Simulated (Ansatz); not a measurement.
# WSi2 (space group I4/mmm, No. 139)

```yaml
crystal:
  lattice:
    - [-1.60130, 1.60130, 3.90784]
    - [1.60130, -1.60130, 3.90784]
    - [1.60130, 1.60130, -3.90784]
  atoms:
    - { symbol: Si, position: [0.66547, 0.66547, 0.00000] }
    - { symbol: Si, position: [0.33453, 0.33453, 0.00000] }
    - { symbol: W, position: [0.00000, 0.00000, 0.00000] }
```

Computed with PBEsol/PAW in Ansatz (a program for electronic structure), no SOC. Settings: 20×20×20 k-points, 0.05 eV Fermi–Dirac smearing.

Volume per atom: 13.36 Å³
Density: 9.94 g/cm³
Band gap: zero
Total energy: -3833.632 eV/atom (σ→0; compares only within this code and set-up)

No phonon test of stability was made. All final runs are without spin polarisation.
